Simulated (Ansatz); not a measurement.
Consider HfS2 in the CdI2 type structure (space group P-3m1, No. 164; a = 3.5475 Å, c = 5.5768 Å; layered, stacked along the Cartesian z axis).

Perturbation: a negative pressure, −1 GPa.

Levels (all Ansatz, an electronic-structure program, PAW): PBEsol-D3(BJ) (420 eV, without spin-orbit coupling); HSE06+SOC (420 eV, noncollinear with spin-orbit coupling).

The geometry is relaxed with PBEsol-D3(BJ).

- PBEsol-D3(BJ) band gap: 0.60 eV
- PBEsol-D3(BJ) valence-band top at Γ: 0.00, -0.21, -0.21 eV

Task: How does going to HSE06+SOC change the band gap and valence-band top at Γ?

Result: The band gap rises by 0.855 eV to 1.45 eV; the valence-band top at Γ (three highest Kramers pairs, from the VBM) goes from 0.00, -0.21, -0.21 eV to 0.00, -0.18, -0.38 eV.

Single points use the geometry relaxed with PBEsol-D3(BJ). The hybrid gap comes from the SCF mesh plus the semilocal run's edge points and a few special points and is an upper bound. Differences between runs with and without spin-orbit coupling are approximate. With Hf present, leaving out spin-orbit coupling can change the band edges. Load acts through the strain it causes; cell and atoms are relaxed under it. No phonon test of stability was made.
